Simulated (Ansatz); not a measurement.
Start from ZnSiP2 in the chalcopyrite structure (space group I-42d, No. 122).

```
ZnSiP2
1.0
   -2.65320     2.65320     5.18990
    2.65320    -2.65320     5.18990
    2.65320     2.65320    -5.18990
Zn Si P
2 2 4
Direct
  0.00000   0.00000   0.00000
  0.75000   0.25000   0.50000
  0.50000   0.50000   0.00000
  0.25000   0.75000   0.50000
  0.87500   0.86208   0.48708
  0.13792   0.62500   0.01292
  0.37500   0.38792   0.51292
  0.61208   0.12500   0.98708
```

Method: LDA/PAW in Ansatz (an electronic-structure program), spin-orbit coupling left out.

Strains are applied to the cell and any free atomic positions relax.

One change was made to it. Results:

```tsv
quantity	base	after
width of the top valence band	1.35 eV	1.31 eV
pressure (mean of the normal stresses, compression positive)	0.00 GPa	-2.09 GPa
band gap	1.11 eV	1.17 eV
```

Task: Name the change that was made.
A) isotropic strain +0.75 %
B) isotropic strain +1.50 %
C) isotropic strain +2.25 %
D) isotropic strain +3.00 %

Result: A, isotropic strain +0.75 %. For comparison, the band gap in the other runs: isotropic strain +3.00 % gives 1.31 eV; isotropic strain +2.25 % gives 1.26 eV; isotropic strain +1.50 % gives 1.22 eV.

Stability against distortions was not tested.
